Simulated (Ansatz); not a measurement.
**TaAl3, response to strain**

Base system: TaAl₃ (space group I4/mmm, No. 139; a = 3.829 Å, c = 8.504 Å; relaxed with 0.1 eV smearing). Axes: x, y, z lie along a, b, c of the conventional cell.

Strains are applied to the cell and any free atomic positions relax; under stress the whole cell relaxes.

Level of theory: PBEsol in Ansatz (plane waves to 420 eV, PAW, no spin-orbit coupling).

Notes on the quantities. energy relative to the base: free energy F.

```csv
variant,energy relative to the base,shortest interatomic distance
base,0 meV/atom,2.708 Å
uniaxial strain ε_xx = −2.84 %,+11 meV/atom,2.670 Å
uniaxial strain ε_xx = +1.35 %,+2.2 meV/atom,2.726 Å
uniaxial strain ε_yy = −1.65 %,+3.5 meV/atom,2.685 Å
"uniaxial stress, 1 GPa compression along x",+0.2 meV/atom,2.704 Å
tensor shear ε_xz = −2.27 %,+11 meV/atom,2.698 Å
```

Stability under load was not tested beyond the relaxation. All final runs are without spin polarisation.

Ansatz is a program for electronic structure.
